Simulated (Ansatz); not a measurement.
Electronic density of states of amorphous Si$_{24}$O$_{48}$Ta, density 2.45 g/cm³, on a 2×2×2 Γ-centred mesh with a Gaussian width of 0.1 eV; energies count from the Fermi level, whose place inside the gap is arbitrary. Cell and mesh are small, so fine structure isn't converged. The numbers are results of PBE, scalar-relativistic without spin-orbit coupling (plane waves to 420 eV, PAW; Ansatz, a program for electronic structure), not measurements. Sampling: a 2×2×2 Γ-centred mesh; Fermi-Dirac width 0.02 eV; collinear spin, started from a total moment of 1 μB (at the end a net moment of 1.0 μB). The usual formal charges leave 5 electrons over, so the level spacing at the Fermi energy parts defect or band states and needn't be the band gap. In the spin-polarised cell the level spacing at the Fermi energy can part levels of unlike spin. At PBE the levels at both edges of the gap are localised (band-tail or defect states), and the nearest spread-out levels lie 5.9 eV apart at the zone centre.

The cell was made by melting and quenching with the CHGNet potential and then relaxed with DFT. O atoms were pushed apart under 1.9 Å during the dynamics, to hinder bonds among them. The hot cell started wider than the set density and was brought back towards it in steps. It is the lowest in DFT energy of 2 quenches. It is a model cell: composition and starting density were chosen by hand, and all elements were melted together. No dispersion term was used. Its density started from a set value of 2.45 and ended at 2.45 g/cm³. The quench (nominally 400 K/ps over its main leg) was far faster than any real one, so the model tends to hold more defects than a real film. A cell of this size samples the disorder only roughly. The volume was held where the preparation left it, at a PBE pressure of 1.8 GPa. Stress components on the final sampling reach 2.2 GPa.

(E - EF (eV), states/(eV atom)): (-12.00, 0.22); (-11.90, 0.22); (-11.80, 0.17); (-11.70, 0.19); (-11.60, 0.21); (-11.50, 0.18); (-11.40, 0.10); (-11.30, 0.13); (-11.20, 0.17); (-11.10, 0.19); (-11.00, 0.20); (-10.90, 0.20); (-10.80, 0.19); (-10.70, 0.19); (-10.60, 0.18); (-10.50, 0.18); (-10.40, 0.18); (-10.30, 0.16); (-10.20, 0.19); (-10.10, 0.23); (-10.00, 0.22); (-9.90, 0.17); (-9.80, 0.17); (-9.70, 0.21); (-9.60, 0.22); (-9.50, 0.20); (-9.40, 0.21); (-9.30, 0.27); (-9.20, 0.25); (-9.10, 0.30); (-9.00, 0.46); (-8.90, 0.56); (-8.80, 0.65); (-8.70, 0.66); (-8.60, 0.62); (-8.50, 0.60); (-8.40, 0.58); (-8.30, 0.59); (-8.20, 0.49); (-8.10, 0.46); (-8.00, 0.32); (-7.90, 0.08); (-7.80, 0.10); (-7.70, 0.13); (-7.60, 0.06); (-7.50, 0.20); (-7.40, 0.43); (-7.30, 0.37); (-7.20, 0.22); (-7.10, 0.20); (-7.00, 0.21); (-6.90, 0.29); (-6.80, 0.34); (-6.70, 0.41); (-6.60, 0.50); (-6.50, 0.52); (-6.40, 0.58); (-6.30, 0.65); (-6.20, 0.73); (-6.10, 0.73); (-6.00, 0.76); (-5.90, 0.79); (-5.80, 0.78); (-5.70, 0.67); (-5.60, 0.72); (-5.50, 0.79); (-5.40, 0.78); (-5.30, 0.86); (-5.20, 0.92); (-5.10, 0.96); (-5.00, 0.97); (-4.90, 0.94); (-4.80, 0.90); (-4.70, 0.87); (-4.60, 0.90); (-4.50, 0.97); (-4.40, 0.93); (-4.30, 0.89); (-4.20, 0.85); (-4.10, 0.82); (-4.00, 0.79); (-3.90, 0.75); (-3.80, 0.69); (-3.70, 0.46); (-3.60, 0.18); (-3.50, 0.15); (-3.40, 0.09); (-3.30, 0.11); (-3.20, 0.12); (-3.10, 0.03); (-3.00, 0.00); (-2.90, 0.00); (-2.80, 0.00); (-2.70, 0.00); (-2.60, 0.00); (-2.50, 0.00); (-2.40, 0.00); (-2.30, 0.00); (-2.20, 0.00); (-2.10, 0.00); (-2.00, 0.00); (-1.90, 0.00); (-1.80, 0.00); (-1.70, 0.00); (-1.60, 0.00); (-1.50, 0.00); (-1.40, 0.00); (-1.30, 0.01); (-1.20, 0.05); (-1.10, 0.07); (-1.00, 0.03); (-0.90, 0.08); (-0.80, 0.14); (-0.70, 0.05); (-0.60, 0.00); (-0.50, 0.00); (-0.40, 0.00); (-0.30, 0.00); (-0.20, 0.00); (-0.10, 0.00); (0.00, 0.00); (0.10, 0.00); (0.20, 0.00); (0.30, 0.00); (0.40, 0.00); (0.50, 0.00); (0.60, 0.00); (0.70, 0.02); (0.80, 0.07); (0.90, 0.04); (1.00, 0.01); (1.10, 0.08); (1.20, 0.16); (1.30, 0.16); (1.40, 0.12); (1.50, 0.07); (1.60, 0.14); (1.70, 0.07); (1.80, 0.01); (1.90, 0.02); (2.00, 0.10); (2.10, 0.13); (2.20, 0.04); (2.30, 0.02); (2.40, 0.03); (2.50, 0.04); (2.60, 0.09); (2.70, 0.12); (2.80, 0.14); (2.90, 0.15); (3.00, 0.13); (3.10, 0.11); (3.20, 0.10); (3.30, 0.10); (3.40, 0.13); (3.50, 0.14); (3.60, 0.13); (3.70, 0.10); (3.80, 0.10); (3.90, 0.10); (4.00, 0.11); (4.10, 0.14); (4.20, 0.21); (4.30, 0.26); (4.40, 0.23); (4.50, 0.24); (4.60, 0.26); (4.70, 0.23); (4.80, 0.24); (4.90, 0.32); (5.00, 0.33); (5.10, 0.33); (5.20, 0.42); (5.30, 0.52); (5.40, 0.54); (5.50, 0.54)

The level spacing at the Fermi energy on this mesh is 1.56 eV; the broadening fills part of it in the curve.
